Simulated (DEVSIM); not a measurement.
Structure: abrupt Si p-n junction, at 300 K.

Layer 1 from the left is Si, thickness (μm) 9.10, Na (cm⁻³) 2.6e17, τn (s) 4.4e-6, τp (s) 4.4e-6. Layer 2 from the left is Si, thickness (μm) 200, Nd (cm⁻³) 3.1e15, τn (s) 4.4e-6, τp (s) 4.4e-6.

Left contact: ohmic. Right contact: ohmic. Voltage is applied to the left contact. Recombination: SRH at mid-gap, radiative, Auger. Mobility is μmin + (μ − μmin)/(1 + (N/Nref)^α).

Constants are typed, rounded textbook-type inputs, not results; the design itself was drawn at random and stands for no fabricated device. Values at 300 K.

Si: gap (eV) 1.124, affinity (eV) 4.05, permittivity 11.7, Nc (cm⁻³) 2.86e19, Nv (cm⁻³) 3.1e19, μn (cm²/Vs) 1417, μp (cm²/Vs) 470, μn,min 52, μp,min 45, Nref,n 9.7e16, Nref,p 2.2e17, αn 0.68, αp 0.72, B (cm³/s) 4.7e-15, Cn (cm⁶/s) 2.8e-31, Cp (cm⁶/s) 9.9e-32.

Question: Estimate by hand the built-in potential, the peak field at zero bias, the capacitance at -0.6 V, and compare with a numerical solution.

Answer: 
- Built-in potential: ni = √(Nc Nv) exp(−Eg/2kT) = 1.08e10 cm⁻³ with Eg = 1.124 eV; Vbi = kT/q ln(Na Nd/ni²) = 0.764 V; numerical 0.764 V.
- Peak field at zero bias: depletion approximation: W = √(2εVbi/(qN)) = 0.568 μm with N = 3.06e15 cm⁻³; field = 2Vbi/W = 26900 V/cm; numerical 35100 V/cm (estimate below by 23 %).
- Capacitance at -0.6 V: C = √(qεN / 2(Vbi + |V|)) = 13.7 nF/cm²; numerical 14.0 nF/cm² (estimate below by 2.5 %).

DEVSIM, 1D drift-diffusion, Boltzmann statistics, complete ionisation; no tunnelling, impact ionisation, image-force lowering or self-heating.
